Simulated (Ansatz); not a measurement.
A calculation on NbSi2 (P6₂22, No. 180) returned lattice constant a 4.787 Å, lattice parameter c 6.573 Å, equilibrium volume per atom 14.49 Å³/atom.

For reference: equilibrium volume per atom 14.60 Å³/atom (measured, temperature not stated, copied from a table, unchecked, not corrected to a static lattice; as tabulated in Materials Research Society Symposia Proceedings 646, N4.3.1 (2001)).

### Question
Which level of theory produced these numbers?
A) PBE-D3(BJ) (Ansatz (a quantum-chemistry and plane-wave program))
B) LDA (Ansatz)
C) r²SCAN+rVV10 (Ansatz)
D) PBE (Ansatz)

### Answer
C, r²SCAN+rVV10 (Ansatz)

The others give: LDA 4.744 Å, 6.538 Å, 14.16 Å³/atom; PBE 4.812 Å, 6.615 Å, 14.74 Å³/atom; PBE-D3(BJ) 4.749 Å, 6.551 Å, 14.22 Å³/atom.

Unless a cell is named, each level is at its own relaxed cell (LDA 14.16, PBE 14.74, PBE-D3(BJ) 14.22, r²SCAN+rVV10 14.49 Å³/atom).

Ansatz's density-functional and Hartree–Fock values are scalar-relativistic unless marked +SOC, with PAW data made under PBE.
